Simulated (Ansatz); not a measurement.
Base system: Sn in the diamond structure (space group Fd-3m, No. 227; a = 6.541 Å; relaxed with 0.1 eV smearing). Axes: x, y, z lie along the cube axes.

Level of theory: Ansatz (an electronic-structure program), PBEsol, PAW, cutoff 420 eV, no spin-orbit coupling.

Strains are applied to the cell and any free atomic positions relax.

One change was made to it. Results:

The energy grows by 0.8 meV/atom; the pressure (mean of the normal stresses, compression positive) goes from zero to 0.4 GPa.

What was done to the base?
(A) uniaxial strain ε_yy = −4.13 %
(B) uniaxial strain ε_yy = +4.73 %
(C) isotropic strain +1.00 %
(D) uniaxial strain ε_xx = −1.06 %
(E) isotropic strain −2.16 %

D, uniaxial strain ε_xx = −1.06 %. For comparison, the energy relative to the base in the other runs: isotropic strain −2.16 % gives +21 meV/atom; isotropic strain +1.00 % gives +3.9 meV/atom; uniaxial strain ε_yy = −4.13 % gives +12 meV/atom; uniaxial strain ε_yy = +4.73 % gives +14 meV/atom.

Whether these cells are dynamically stable was not tested.
